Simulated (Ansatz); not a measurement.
Cost and result by functional for the surface energy of the (110) surface of anatase TiO2 in its 1x1 cell (cut with top plane 2 O + Ti, bottom plane 2 O + Ti), outermost plane spacing 1.34 Å in the ideal cut, in Ansatz (plane waves, PAW). Single points on the PBE structure, on one kind of machine; costs are rough ratios of the slab run's core time (references not counted) to the cheapest single point. r2SCAN's cost holds its higher cutoff (500 against 420 eV). Differences are taken against HSE06 for comparison alone: no measured value is at hand, so the table doesn't rank accuracy. HSE06 ran on a coarser k-mesh, which lowers its cost and carries part of its shift.

Slab: 27 atoms, O18Ti9, 10.7 Å thick at the start; k 6x5x1, smearing 0.025 eV, dipole-corrected; all atoms relaxed; start symmetry kept, larger cells not searched; no spin, no spin-orbit, no U. These notes are the PBE run's.

| functional | relative cost | surface energy (J/m²) | less HSE06 (J/m²) |
|---|---|---|---|
| LDA | 1 | 1.44 | 0.19 |
| PBEsol | 1 | 1.22 | -0.02 |
| RPBE | 1 | 0.84 | -0.41 |
| r2SCAN | 2 | 1.35 | 0.11 |
| HSE06 | 10 | 1.25 | 0.00 |
| PBE (the relaxed run's value) | – | 1.06 | -0.19 |

The values span 0.60 J/m², while the single points' costs differ by a factor of roughly 10. Differences are of unrounded values.

Ansatz is an electronic-structure program.
